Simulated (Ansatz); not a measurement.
Band structure of TiC (Fm-3m, 2 atoms in the cell).

```xyz
2
Lattice="0.0000 2.1780 2.1780 2.1780 0.0000 2.1780 2.1780 2.1780 0.0000" Properties=species:S:1:pos:R:3 pbc="T T T"
Ti     0.0000     0.0000     0.0000
C      2.1780     2.1780     2.1780
```

Method: PBE, PAW files (plane waves; Ansatz, a quantum-chemistry and plane-wave program).

Settings: kpoints.mp_grid.grid = 13 13 13; hamiltonian.xc = pbe; hamiltonian.pseudopotentials = {kind: paw} (an earlier, softer set of the program's PAW files); scf.occupations.method = gaussian; scf.occupations.width = 0.0147 Ry; kpoints.band_path.npoints = 8.

The starting cell has typed, rounded lattice constants, without a prior relaxation at this level. Its lattice was rescaled by a random factor within 2.5 % of one. Spin polarisation is off.

Levels in eV from the Fermi level, bands 5 to 11:
```csv
point,5,6,7,8,9,10,11
Γ,-12.32,0.69,0.69,0.69,1.66,1.66,1.66
X,-10.05,-3.42,-1.56,-0.05,-0.05,2.66,3.45
W,-9.48,-3.11,-3.11,-2.67,2.74,2.74,3.45
K,-9.55,-3.42,-3.32,-1.70,1.44,3.08,3.74
L,-8.92,-5.76,-2.85,-2.85,2.86,2.86,4.01
U,-9.55,-3.42,-3.32,-1.70,1.44,3.08,3.74
```

Bands cross the Fermi level along this path, so the cell is metallic at this level.

Keys are those of Ansatz 0.2.
